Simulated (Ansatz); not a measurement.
**A computed series for VN: pressure series**

Start from VN in the rock salt structure (space group Fm-3m, No. 225; a = 4.117 Å).

Cell and atoms are relaxed at each pressure.

Method: PBE/PAW in Ansatz (a program for electronic structure), no spin-orbit coupling, earlier PAW set.

Notes on the quantities. enthalpy: H = E + PV relative to the base's energy.

| change | enthalpy | lattice parameter a |
|---|---|---|
| base | – | 4.117 Å |
| pressure −2 GPa | -0.11 eV/atom | 4.126 Å |
| pressure −1 GPa | -0.05 eV/atom | 4.121 Å |
| pressure 0.3 GPa | +0.02 eV/atom | 4.116 Å |
| pressure 0.7 GPa | +0.04 eV/atom | 4.114 Å |
| pressure 1.5 GPa | +0.08 eV/atom | 4.110 Å |
| pressure 3 GPa | +0.16 eV/atom | 4.104 Å |
| pressure 5 GPa | +0.27 eV/atom | 4.096 Å |
| pressure 7.5 GPa | +0.40 eV/atom | 4.086 Å |
| pressure 10 GPa | +0.54 eV/atom | 4.076 Å |

Load acts through the strain it causes; cell and atoms are relaxed under it. No phonon test of stability was made. No other phases were tried under pressure. Starting moments died away, wholly or in part, for the base; another magnetic solution may exist. All final runs are without spin polarisation.
